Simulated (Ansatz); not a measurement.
Consider GaSb in the zinc blende structure (space group F-43m, No. 216; a = 6.134 Å). Axes: x, y, z lie along the cube axes.

Method: Kohn–Sham DFT with the r2SCAN functional, run in Ansatz (an electronic-structure program) with PAW and 500 eV plane waves, no spin-orbit coupling, earlier PAW set.

Strains are applied to the cell and any free atomic positions relax.

One change was made to it. Results:

The electron mass goes from 0.023 mₑ (at Γ) to 0.024 mₑ (at Γ); the pressure (mean of the normal stresses, compression positive) goes from zero to 0.16 GPa.

### Question
Which change produced these results?
A. uniaxial strain ε_zz = −0.30 %
B. uniaxial strain ε_xx = −0.76 %
C. isotropic strain −2.96 %

### Answer
A, uniaxial strain ε_zz = −0.30 %. For comparison, the electron mass in the other runs: uniaxial strain ε_xx = −0.76 % gives 0.025 mₑ along x, 0.027 mₑ across (at Γ); isotropic strain −2.96 % gives 1.7 mₑ along k, 0.093 mₑ across (at L).

With Sb present, leaving out spin-orbit coupling can change the band edges. The levels and masses belong to the bands next to the band gap. Effective masses come from finite differences of ±0.01 Å⁻¹. Along k means along the line from Γ to the band edge. Whether these cells are dynamically stable was not tested.
